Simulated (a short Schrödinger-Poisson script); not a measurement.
# MOS inversion layer, SiO2 on p-type Si(111)

Structure: MOS inversion layer, SiO2 on p-type Si(111), at 300 K.

| layer | material | thickness (nm) | Na (cm⁻³) |
|---|---|---|---|
| 1 | SiO2 | 3 | - |
| 2 | Si | 270 | 2.6e18 |

The device is made up for the run: typed textbook-type constants, with dimensions and the other settings drawn at random. SiO2: permittivity 3.9, conduction-band edge (eV) 3.15, gap (eV) 9, electron mass (mₑ) 0.5. Si: permittivity 11.7, conduction-band edge (eV) 0, gap (eV) 1.124, Nv at 300 K (cm⁻³) 3.1e19.

Channel valleys (confinement mass, in-plane density-of-states mass, number): Δ6 0.258, 0.358, 6. At the gate the conduction-band edge of layer 1 lies 3.39 eV − eVg above the Fermi level of the channel; the field vanishes at the back. Gaps are held at their typed values at every temperature. Mesh 0.03 nm at interfaces.

From a short Schrödinger-Poisson script (our own, NumPy): 1D Poisson equation in equilibrium, electrons quantum, Hartree (BenDaniel-Duke, 12 states a valley, the channel's in-plane mass for all, wave functions ending at the dielectric), parabolic valleys, classical holes, full ionisation, no traps, pinning or gate leakage.

```tsv
Vg (V)	electrons (cm⁻²)	C (μF/cm²)	Δ6 E0 (meV)	Δ6 E1 (meV)
0.8	3.04e6	0.350	409.8	566.0
0.9	3.54e7	0.341	346.3	507.8
1	4.28e8	0.333	281.8	448.3
1.1	5.29e9	0.338	216.8	388.2
1.2	5.61e10	0.444	155.8	331.5
1.3	2.89e11	0.685	113.2	292.6
1.4	7.06e11	0.823	89.9	272.2
1.5	1.21e12	0.886	75.7	260.5
1.6	1.76e12	0.919	65.8	252.9
1.7	2.33e12	0.940	58.2	247.6
1.8	2.91e12	0.954	52.1	243.6
1.9	3.50e12	0.964	46.9	240.6
2	4.10e12	0.972	42.5	238.1
2.1	4.71e12	0.979	38.6	236.2
2.2	5.32e12	0.984	35.0	234.6
2.3	5.94e12	0.988	31.9	233.4
2.4	6.56e12	0.992	28.9	232.3
2.5	7.18e12	0.996	26.2	231.5
```

Gate voltages with under 1e6 electrons/cm² are left out.

Subbands count from the Fermi level.
